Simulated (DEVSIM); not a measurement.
System: illuminated Ge p-on-n cell, one wavelength, with a back-surface field, at 300 K.

```csv
layer (left to right),material,thickness (μm),Nd (cm⁻³),Na (cm⁻³),τn (s),τp (s),absorption coefficient (cm⁻¹)
1,Ge,0.220,-,2.9e18,9e-8,1.6e-7,510
2,Ge,250,6.8e16,-,9e-6,9e-6,510
3,Ge,1.10,1.2e18,-,9e-6,9e-6,510
```

Left contact: ohmic, minority electron recombination velocity 400 cm/s. Right contact: ohmic, minority hole recombination velocity 4e6 cm/s. Voltage is applied to the left contact. Recombination: SRH at mid-gap, radiative, Auger. Light enters at the left, 2.3e18 photons cm⁻² s⁻¹, one pass, no reflection. Mobility is μmin + (μ − μmin)/(1 + (N/Nref)^α).

This is a model device: material constants are rounded textbook-type values typed into the input, and sizes, dopings and lifetimes were drawn at random. Values at 300 K.

```csv
parameter,Ge
gap (eV),0.664
affinity (eV),4
permittivity,16
Nc (cm⁻³),1.04e19
Nv (cm⁻³),6e18
μn (cm²/Vs),3900
μp (cm²/Vs),1900
"μn,min",150
"μp,min",100
"Nref,n",2.6e17
"Nref,p",4e17
αn,0.56
αp,0.6
B (cm³/s),6.4e-14
Cn (cm⁶/s),1e-31
Cp (cm⁶/s),1e-31
```

Simulated with DEVSIM: 1D drift-diffusion, Boltzmann statistics, complete ionisation; no tunnelling, impact ionisation, image-force lowering or self-heating.

### Question
Tabulate band edges, carrier densities and field at zero bias, in the dark.

### Answer
Energies count from the Fermi level of the right contact; mesh points crowd at the junctions.

| x (μm) | Ec (eV) | Ev (eV) | n (cm⁻³) | p (cm⁻³) | field (V/cm) |
|---|---|---|---|---|---|
| 0.000 | 0.645 | -0.019 | 1.5e8 | 2.9e18 | ≈ 0 |
| 0.04680 | 0.645 | -0.019 | 1.5e8 | 2.9e18 | ≈ 0 |
| 0.1515 | 0.645 | -0.019 | 1.5e8 | 2.9e18 | ≈ 0 |
| 0.2114 | 0.643 | -0.021 | 1.7e8 | 2.6e18 | -8600 |
| 0.2846 | 0.226 | -0.438 | 1.7e15 | 2.6e11 | -33000 |
| 0.4854 | 0.130 | -0.534 | 6.8e16 | 6.4e9 | ≈ 0 |
| 1.181 | 0.130 | -0.534 | 6.8e16 | 6.4e9 | ≈ 0 |
| 5.033 | 0.130 | -0.534 | 6.8e16 | 6.4e9 | ≈ 0 |
| 15.99 | 0.130 | -0.534 | 6.8e16 | 6.4e9 | ≈ 0 |
| 53.95 | 0.130 | -0.534 | 6.8e16 | 6.4e9 | ≈ 0 |
| 160.1 | 0.130 | -0.534 | 6.8e16 | 6.4e9 | ≈ 0 |
| 232.6 | 0.130 | -0.534 | 6.8e16 | 6.4e9 | ≈ 0 |
| 244.8 | 0.130 | -0.534 | 6.8e16 | 6.4e9 | ≈ 0 |
| 248.7 | 0.130 | -0.534 | 6.8e16 | 6.4e9 | ≈ 0 |
| 249.9 | 0.130 | -0.534 | 6.8e16 | 6.4e9 | ≈ 0 |
| 250.2 | 0.129 | -0.535 | 7.0e16 | 6.3e9 | -360 |
| 250.2 | 0.093 | -0.571 | 2.8e17 | 1.5e9 | -26000 |
| 250.3 | 0.056 | -0.608 | 1.2e18 | 3.6e8 | ≈ 0 |
| 250.5 | 0.056 | -0.608 | 1.2e18 | 3.6e8 | ≈ 0 |
| 251.0 | 0.056 | -0.608 | 1.2e18 | 3.6e8 | ≈ 0 |
| 251.2 | 0.056 | -0.608 | 1.2e18 | 3.6e8 | ≈ 0 |
| 251.3 | 0.056 | -0.608 | 1.2e18 | 3.6e8 | ≈ 0 |
